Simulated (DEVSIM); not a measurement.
System: Si n-i-p diode, at 300 K.

```tsv
layer (left to right)	material	thickness (μm)	Nd (cm⁻³)	Na (cm⁻³)	τn (s)	τp (s)
1	Si	1.50	4.5e18	-	4.5e-7	4.5e-7
2	Si	3.80	-	3.2e11	4.5e-7	4.5e-7
3	Si	0.320	-	1.2e18	4.5e-7	4.5e-7
```

Left contact: ohmic. Right contact: ohmic. Voltage is applied to the left contact. Recombination: SRH at mid-gap, radiative, Auger. Mobility is μmin + (μ − μmin)/(1 + (N/Nref)^α).

The device is made up for the run: typed textbook-type constants, with dimensions and the other settings drawn at random. Values at 300 K.

| parameter | Si |
|---|---|
| gap (eV) | 1.124 |
| affinity (eV) | 4.05 |
| permittivity | 11.7 |
| Nc (cm⁻³) | 2.86e19 |
| Nv (cm⁻³) | 3.1e19 |
| μn (cm²/Vs) | 1417 |
| μp (cm²/Vs) | 470 |
| μn,min | 52 |
| μp,min | 45 |
| Nref,n | 9.7e16 |
| Nref,p | 2.2e17 |
| αn | 0.68 |
| αp | 0.72 |
| B (cm³/s) | 4.7e-15 |
| Cn (cm⁶/s) | 2.8e-31 |
| Cp (cm⁶/s) | 9.9e-32 |

Simulated with DEVSIM: 1D drift-diffusion, Boltzmann statistics, complete ionisation; no tunnelling, impact ionisation, image-force lowering or self-heating.

Q: Give the small-signal capacitance in reverse bias (quasi-static).

A: 
```
V (V)  C (nF/cm²)
-----  ----------
0.4          3.01
1            2.89
2            2.82
3            2.79
4            2.78
6            2.76
8            2.75
10           2.74
13           2.74
16           2.73
20           2.73
```
